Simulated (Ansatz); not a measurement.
Results of PBEsol in Ansatz (plane waves, PAW) for CsCl-type NaH (model structure).

Run with plane-wave cutoff 500 eV, 10×10×10 k mesh, gaussian smearing 0.02 eV, scalar-relativistic PAW data made under PBE.

Cell (relaxed at this level):

NaH is modelled in the cubic space group Pm-3m (No. 221), the CsCl type structure, Pearson symbol cP2. Conventional cell: a = 2.938 Å, b = 2.938 Å, c = 2.938 Å, α = 90.00°, β = 90.00°, γ = 90.00°. Na on 1a sees 8 H at 2.544 Å (cubic). H on 1b is surrounded by 8 Na at 2.544 Å (cubic). (Neighbours: up to the widest gap in distance over summed covalent radii, below 1.35, at either atom; cation-cation and far metal-metal contacts left out.)

Task: Predict the band gap.

Result: 
band gap: 0.80 eV (on the SCF k mesh)

Note: the relaxation could raise the start's symmetry but not lower it, so the cell can be a saddle point.

It cost roughly 4 core-seconds of CPU time.

A model structure was made by putting elements into a prototype or built by hand; it is no filed structure, need not be a known phase, and can be a saddle point held by its symmetry.

Ansatz is an electronic-structure program.
